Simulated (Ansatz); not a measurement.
# Fe in the diamond structure (space group Fd-3m, No. 227; non-magnetic; a hypothetical phase, not in the database extracts checked)

```xyz
2
Lattice="0.0000 2.4024 2.4024 2.4024 0.0000 2.4024 2.4024 2.4024 0.0000" Properties=species:S:1:pos:R:3 pbc="T T T"
Fe     3.6035     3.6035     3.6035
Fe     2.4024     2.4024     2.4024
```

Level of theory: PBEsol (Ansatz, a quantum-chemistry and plane-wave program, PAW, without spin-orbit coupling). Settings: 17×17×17 k-points, 0.05 eV Fermi–Dirac smearing.

The volume per atom is 13.86 Å³. The density is 6.69 g/cm³. The band gap comes out as zero and the total energy is -4447.553 eV/atom (σ→0; compares only within this code and set-up).

Stability against distortions was not tested. Starting moments died away, wholly or in part, for the base; another magnetic solution may exist. The final runs are not spin-polarised.
